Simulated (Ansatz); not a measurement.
**Pressure series in MgS**

Consider MgS in the rock salt structure (space group Fm-3m, No. 225; a = 5.230 Å).

Cell and atoms are relaxed at each pressure.

Level of theory: PBE, PAW, 420 eV (Ansatz, an electronic-structure program; no spin-orbit coupling), earlier PAW set.

```
pressure (GPa)  band gap (eV)
--------------  -------------
-2                       2.69
-1                       2.73
0                        2.76
0.3                      2.77
0.7                      2.78
3                           ?
5                        2.88
7.5                      2.94
10                       2.98
```

Task: Fit E_g = E₀ + αP + βP² to the rows shown and predict the withheld row.

Result: Least squares on the printed values gives E₀ = 2.76 eV, α = 29.5 meV/GPa, β = -0.74 meV/GPa² (largest residual 0.01 eV); this predicts 2.84 eV, and the run gives 2.84 eV, in agreement.

Load acts through the strain it causes; cell and atoms are relaxed under it. Whether these cells are dynamically stable was not tested. No other phases were tried under pressure.
